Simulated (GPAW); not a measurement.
GPAW run on Cl (P1, 4 atoms in the cell): self-consistent single point.

Method of the run: PBE, GPAW PAW datasets PBE (gpaw-data 1.0.1) (plane waves; GPAW).

The change in words: lattice scaled by 0.98. Reference geometry:
```yaml
crystal:
  lattice:
    - [2.24000, -3.12000, 0.00000]
    - [2.24000, 3.12000, 0.00000]
    - [0.00000, 0.00000, 8.26000]
  atoms:
    - { symbol: Cl, position: [0.88260, 0.88360, 0.89136] }
    - { symbol: Cl, position: [0.61927, 0.62147, 0.40179] }
    - { symbol: Cl, position: [0.37489, 0.37869, 0.60781] }
    - { symbol: Cl, position: [0.12325, 0.11624, 0.09904] }
```

Reference input (self-consistent single point, DFT PBE, plane waves, GPAW PAW datasets PBE (gpaw-data 1.0.1)): mode = pw; ecut = 600 eV; xc = PBE; kpts = 5 5 2; mesh shift (steps) = 0 0 0; occupations.name = fermi-dirac; occupations.width = 0.01 eV; nbands = -6; convergence.forces = 0.001 eV/Å; convergence.bands = -4; symmetry.symmorphic = false; symmetry.tolerance = 0.0005. This run's input differs from it in these lines:

```diff
@@ -5,9 +5,9 @@
 atoms = Atoms(['Cl', 'Cl', 'Cl', 'Cl'],
-              cell=[[2.240000, -3.120000, 0.000000],
-                    [2.240000, 3.120000, 0.000000],
-                    [0.000000, 0.000000, 8.260000]],
-              positions=[[3.956286, 0.003136, 7.362625],
-                         [2.779244, 0.006870, 3.318761],
-                         [1.687999, 0.011859, 5.020552],
-                         [0.536473, -0.021868, 0.818070]],
+              cell=[[2.195200, -3.057600, 0.000000],
+                    [2.195200, 3.057600, 0.000000],
+                    [0.000000, 0.000000, 8.094800]],
+              positions=[[3.877160, 0.003073, 7.215373],
+                         [2.723659, 0.006733, 3.252385],
+                         [1.654239, 0.011622, 4.920141],
+                         [0.525744, -0.021431, 0.801709]],
               pbc=True)
```

Log, with long lists cut:

```
     iter     time        total  log10-change:
                         energy   eigst   dens  force
iter:   1 --:--:--    -7.461870   +0.30
iter:   2 --:--:--    -7.469868   -1.13  -1.04
iter:   3 --:--:--    -7.082165   -1.65  -1.07
iter:   4 --:--:--    -7.060730   -1.98  -1.50
iter:   5 --:--:--    -7.043301   -2.37  -2.02
iter:   6 --:--:--    -7.041236   -3.87  -2.20
iter:   7 --:--:--    -7.040672c  -3.96  -2.42
iter:   8 --:--:--    -7.042334c  -3.34  -2.58
iter:   9 --:--:--    -7.040626c  -3.75  -2.46
iter:  10 --:--:--    -7.040527c  -4.61  -2.91
iter:  11 --:--:--    -7.040529c  -5.70  -3.43
   [... lines left out ...]
iter:  17 --:--:--    -7.040519c  -6.69  -3.85
iter:  18 --:--:--    -7.040519c  -7.17  -4.20c
iter:  19 --:--:--    -7.040520c  -7.22  -4.29c
iter:  20 --:--:--    -7.040519c  -6.98  -4.26c
iter:  21 --:--:--    -7.040519c  -8.68c -4.76c
iter:  22 --:--:--    -7.040519c  -8.28c -4.82c -2.29
iter:  23 --:--:--    -7.040519c  -8.16c -4.84c -2.21
iter:  24 --:--:--    -7.040519c  -8.70c -4.95c -2.44
iter:  25 --:--:--    -7.040519c  -8.63c -5.29c -2.51
iter:  26 --:--:--    -7.040519c  -9.75c -5.19c -2.89
iter:  27 --:--:--    -7.040519c  -9.34c -5.52c -2.86
iter:  28 --:--:--    -7.040519c -10.94c -5.94c -3.47c
Converged after 28 iterations.

Dipole moment: (0.132855, -0.193024, -0.969634) |e|*Ang

Energy contributions relative to reference atoms: (reference = -50219.797583)

Kinetic:        +11.253456
Potential:       -8.896542
External:        +0.000000
XC:              -9.578131
Entropy (-ST):   -0.000000
Local:           +0.180697
SIC:             +0.000000
--------------------------
Free energy:     -7.040519
Extrapolated:    -7.040519

Showing only first 2 kpts
 Kpt  Band  Eigenvalues  Occupancy
  0    12      0.27362    2.00000
  0    13      0.38535    2.00000
  0    14      3.02561    0.00000
  0    15      3.72730    0.00000

  1    12      0.32397    2.00000
  1    13      0.33370    2.00000
  1    14      3.23921    0.00000
  1    15      3.31360    0.00000

Fermi level: 1.73056

Gap: 2.640 eV
Transition (v -> c):
   [... lines left out ...]
Energy (eV): -7.040519

Forces in eV/Ang:
  0 Cl   -0.45183    0.00034   -0.70407
  1 Cl    0.39892   -0.00383   -0.72110
  2 Cl   -0.39972   -0.00091    0.64635
  3 Cl    0.45260    0.00440    0.77881

Stress tensor:
    -0.013675     0.000099    -0.000718
     0.000099    -0.010545     0.000051
    -0.000718     0.000051    -0.026480
Stress (GPa, Voigt): [-2.1909 -1.6895 -4.2426  0.0081 -0.1151  0.0159]
```

The run converged in 28 iterations. GPAW prints stress with tension positive. Against the reference run the free energy rises by 18.7 meV/atom, the pressure goes from 0.65 to 2.71 GPa, the largest force goes from 0.126 to 0.901 eV/Å and the gap on the mesh goes from 2.417 to 2.640 eV.

The starting cell has typed, rounded lattice constants, without a prior relaxation at this level. Its atoms were displaced at random from the sites of space group no. 64. For this run, on top of that: lattice scaled by 0.98.

Cost on one core of a shared machine: roughly 40 s.
